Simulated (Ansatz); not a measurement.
**Quick settings and what they miss: ZnCu (Pm-3m, 2 atoms in the cell)**

Self-consistent single point.

```yaml
crystal:
  lattice:
    - [2.88317, 0.00000, 0.00000]
    - [0.00000, 2.88317, 0.00000]
    - [0.00000, 0.00000, 2.88317]
  atoms:
    - { symbol: Zn, position: [0.50000, 0.50000, 0.50000] }
    - { symbol: Cu, position: [0.00000, 0.00000, 0.00000] }
```

Method of the run: PBE, PAW files (plane waves; Ansatz, a first-principles code).

Base settings: basis.ecutwfc = 420 eV; kpoints.mp_grid.grid = 9 9 9; hamiltonian.xc = pbe; hamiltonian.pseudopotentials = {kind: paw} (an earlier, softer set of the program's PAW files); scf.occupations.method = methfessel_paxton; scf.occupations.width = 0.05 eV.

Tight run (finer mesh or higher cutoff; not a proven limit): basis.ecutwfc: 420 eV → 590 eV; kpoints.mp_grid.grid: 9 9 9 → 13 13 13; scf.convergence.dr2_threshold: default (1e-07 eV) → 1e-09 eV. It gave Fermi level (on the code's own zero) 15.47 eV; pressure 11.51 GPa.

Quick runs, as changes from the base:
- A: the base itself
- B: basis.ecutwfc: 420 eV → 250 eV; kpoints.mp_grid.grid: 9 9 9 → 6 6 6
- C: basis.ecutwfc: 420 eV → 335 eV; kpoints.mp_grid.grid: 9 9 9 → 6 6 6; scf.occupations.method: methfessel_paxton → gaussian; scf.occupations.width: 0.05 eV → 0.136 eV
- D: basis.ecutwfc: 420 eV → 210 eV; kpoints.mp_grid.grid: 9 9 9 → 8 8 8; scf.occupations.method: methfessel_paxton → cold; scf.occupations.width: 0.05 eV → 0.2 eV
- E: basis.ecutwfc: 420 eV → 250 eV; kpoints.mp_grid.grid: 9 9 9 → 1 1 1; scf.occupations.method: methfessel_paxton → fermi_dirac; scf.occupations.width: 0.05 eV → 0.272 eV
- F: basis.ecutwfc: 420 eV → 210 eV; kpoints.mp_grid.grid: 9 9 9 → 2 2 2; scf.occupations.method: methfessel_paxton → gaussian; scf.occupations.width: 0.05 eV → 0.5 eV

Energies are extrapolated to zero smearing width, which holds to low order in the width alone.

The count of work is k-points × plane waves × bands × iterations; it is no time. 

Pressures in the table are Ansatz's without its Pulay estimate, at a fixed set of plane waves; the tight run's value above holds the estimate.

The starting cell comes from a database of computed structures (which also holds hypothetical and non-ambient phases and stackings), without a prior relaxation at this level. Its lattice was rescaled by a random factor within 2.5 % of one. Spin polarisation is off. In the base run, with a pressure of about 12 GPa the cell is away from its equilibrium volume at this level.

| run | energy less tight (meV/atom) | pressure less tight (GPa) | count of work / tight |
|---|---|---|---|
| A | 9.3 | 0.20 | 0.23 |
| B | 1311.7 | -109.47 | 0.045 |
| C | 63.0 | -2.39 | 0.097 |
| D | 5897.4 | -401.95 | 0.085 |
| E | 2126.6 | -146.96 | 0.0027 |
| F | 5168.8 | -367.24 | 0.0076 |

Among the runs at the tight run's level, the energy misses run from 9.3 to 5897.4 meV/atom.

Keys are those of Ansatz 0.2.
